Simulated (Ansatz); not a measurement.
Consider Ba in the bcc (W type) structure (space group Im-3m, No. 229; a = 4.883 Å).

Calculations: PBEsol/PAW in Ansatz (a program for electronic structure), no SOC.

Before the change:

| Item | Result |
|---|---|
| Lattice parameter a | 4.883 Å |

The change: a hydrostatic pressure of 30 GPa.

Task: What happens to the lattice parameter a?

Result: The lattice parameter a shrinks by 1.2703 Å to 3.612 Å.

Load acts through the strain it causes; cell and atoms are relaxed under it. Stability against distortions was not tested. Measured, Ba leaves this structure (for hcp) near 5.5 GPa (temperature not stated; as listed in Olga Degtyareva, NATO science for peace and security series. B, Physics and biophysics (2010)).
